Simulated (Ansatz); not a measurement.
**CdGeAs2: Cd on a Ge site (antisite), symmetric start**

Consider an 8-atom supercell of CdGeAs2 in the chalcopyrite structure (space group I-42d, No. 122; a = 5.981 Å, c = 11.298 Å) at its relaxed geometry.

One thing is altered: a neutral Cd on a Ge site (antisite), symmetric start, atoms relaxed at fixed cell.

Calculations: r2SCAN (Ansatz, a first-principles code; PAW; 500 eV plane waves; scalar-relativistic without spin-orbit coupling). Γ-centred 6×6×6 mesh, Fermi–Dirac width 0.01 eV.

The pressure goes from zero to 3.0 GPa and the energy gained by relaxation amounts to 0.40 eV. The largest displacement of a host atom from its site in the perfect cell amounts to 0.14 Å and the mean distance from the defect site to its nearest host atoms goes up by 0.136 Å, from 2.45 Å to 2.58 Å.

The magnetic state is the one reached from the starting moments; the real material's order can differ, and small cells can't hold many antiferromagnetic ones. The cell is small, so the values are those of an ordered compound at a high defect concentration; dilute-limit values will differ. The mesh was chosen for an insulator and is coarse for the gapless case. The defect started on the symmetric site and kept its symmetry, so it may sit on a saddle. Seeded moments were not kept for Cd on a Ge site (antisite). The defect cell is spin-polarised and ends with 0.0 μB.
